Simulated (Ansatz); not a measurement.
A self-consistent single point of ZnCu (Pm-3m, 2 atoms in the cell) with Ansatz (a first-principles code).

Method of the run: PBE (plane waves, PAW; Ansatz).

```xyz
2
Lattice="2.8913 0.0000 0.0000 0.0000 2.8913 0.0000 0.0000 0.0000 2.8913" Properties=species:S:1:pos:R:3 pbc="T T T"
Zn     1.4457     1.4457     1.4457
Cu     0.0000     0.0000     0.0000
```

Reference input (self-consistent single point, DFT, PBE, plane waves, default PAW files): kpoints.mp_grid.grid = 8 8 8; hamiltonian.xc = pbe; hamiltonian.pseudopotentials = {kind: paw} (the program's default PAW files); scf.occupations.method = gaussian; scf.occupations.width = 0.1 eV. This run's input differs from it in these lines:

Ansatz 0.2 input:
```diff
@@ -11,3 +11,3 @@
   mp_grid:
-    grid: [8, 8, 8]
+    grid: [9, 9, 9]
 hamiltonian:
```

Output (repeated stretches shortened):

```
SCF iter   1: F=—  HF=-9944.314521 eV  |F-HF|=—  |Δ(HF+E_count)|=         —  Δρ=2.27e-3  dr2=7.86e-4  ethr=1.77e-3  ⟨swp⟩=5.3  Hψ=2950  notcnv=0
all-band conjugate gradients solve this SCF's bands
preconditioner: auto → none
SCF iter   2: F=—  HF=-9944.315133 eV  |F-HF|=—  |Δ(HF+E_count)|=   6.12e-4  Δρ=5.07e-4  dr2=1.96e-5  ethr=2.54e-6  ⟨swp⟩=2.1  Hψ=1490  notcnv=0
   [... lines left out ...]
SCF iter   5: F=-9944.315155 eV  HF=-9944.315155 eV  |F-HF|=2.20e-8  |Δ(HF+E_count)|=   1.83e-7  Δρ=9.13e-6  dr2=1.56e-8  ethr=1.18e-9  ⟨swp⟩=2.0  Hψ=989  notcnv=0
SCF iter   6: F=-9944.315155 eV  HF=-9944.315155 eV  |F-HF|=1.03e-9  |Δ(HF+E_count)|=   6.04e-9  Δρ=3.81e-6  dr2=2.40e-9  ethr=5.03e-11  ⟨swp⟩=3.7  Hψ=2747  notcnv=0
the last iteration of the SCF fills more bands at one k-point than at another …
SCF 1 converged in 6 iterations: F = -9944.315155 eV  dr2 = 2.40e-9
Free energy (F): -9944.315155 eV
Internal energy: -9944.313330 eV  (E = F + TS)
E sigma→0 (E₀):  -9944.314242 eV
Entropy (-TS):   -0.001824 eV (-0.912 meV/atom)
Fermi energy:    15.633571 eV
--- Forces (eV/Å), atoms counted from 1 ---
  atom   1  Zn     0.00000000     0.00000000     0.00000000
  atom   2  Cu    -0.00000000     0.00000000    -0.00000000
--- Stress (GPa, compression-positive) ---
       10.518470       0.000000       0.000000
        0.000000      10.518470       0.000000
        0.000000       0.000000      10.518470
  P = ⅓ Tr σ = 10.5185 GPa (105.185 kbar)
  The stress holds the Pulay correction. Without it, at fixed plane waves, as pw.x and ABINIT print it: P = 10.3510 GPa
```

The run converged in 6 iterations. Against the reference run the free energy rises by 11.1 meV/atom and the pressure hardly changes (10.61 to 10.52 GPa).

The starting cell comes from a database of computed structures (which also holds hypothetical and non-ambient phases and stackings), without a prior relaxation at this level. Its lattice was rescaled by a random factor within 2.5 % of one. Spin polarisation is off. With a pressure of about 11 GPa the cell is away from its equilibrium volume at this level. Ansatz's pressure includes its estimate of the finite-basis (Pulay) stress.
